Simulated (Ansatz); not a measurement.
The (31-41) surface of hcp Zr in its 1x1 cell, outermost plane spacing 0.13 Å in the ideal cut

Level of theory: PBE (plane waves to 420 eV, PAW; Ansatz, a quantum-chemistry and plane-wave program).

Model: 28-atom slab, 10.1 Å thick at the start (thin: gaps and levels are the slab's own), 6x4x1 mesh, Fermi-Dirac 0.1 eV, dipole correction, all atoms relaxed; held to the start's symmetry, so lower structures may exist; no spin, no spin-orbit, no U.

```yaml
surface energy (mean of both faces): 1.69 J/m^2
surface_energy_before_relaxation: 1.81 J/m²
work_function_of_the_top_face: 3.46 eV
energy_released_by_relaxation: 0.90 eV
cost: very roughly 28 core-minutes
```
